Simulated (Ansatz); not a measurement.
## Carrier properties of Si (Fd-3m)

Here is the system:

```
CELL_PARAMETERS angstrom
      0.00000     2.70420     2.70420
      2.70420     0.00000     2.70420
      2.70420     2.70420     0.00000
ATOMIC_POSITIONS crystal
  Si 0.25000 0.25000 0.25000
  Si 0.00000 0.00000 0.00000
```

The numbers are results of r2SCAN with spin-orbit coupling, rigid bands (plane waves, PAW; Ansatz, a first-principles code), not measurements. Condition of this run: hydrostatic pressure 2 GPa (the target of the relaxation). Geometry: cell and atoms relaxed with r2SCAN, then loaded as said.

The band gap comes out as 0.72 eV and the electron conductivity mass (300 K, dilute) comes out as 0.28 mₑ. The hole conductivity mass (300 K, dilute) comes out as 0.35 mₑ and the effective density of states N_c (300 K) is 2.9e19 cm⁻³. The effective density of states N_v (300 K) comes out as 2.0e19 cm⁻³ and the density-of-states mass, electrons is 1.11 mₑ. The density-of-states mass, holes is 0.86 mₑ and the Seebeck coefficient, n-type 1e19 cm⁻³, 300 K is -307 μV/K. The best n-type power factor at 300 K for τ = 10 fs (best axis; densities from 1e16 to 1e21 cm⁻³ tried, whether or not they can be reached) is 16.7 μW/(cm·K²) at 1e20 cm⁻³ and the Seebeck coefficient, p-type 1e19 cm⁻³, 300 K is 311 μV/K. The best p-type power factor at 300 K for τ = 10 fs (best axis; densities from 1e16 to 1e21 cm⁻³ tried, whether or not they can be reached) is 15.5 μW/(cm·K²) at 1e20 cm⁻³.

Rigid bands; masses and Seebeck coefficients take one relaxation time τ for all states and one kind of carrier; polarons and phonon drag are left out.
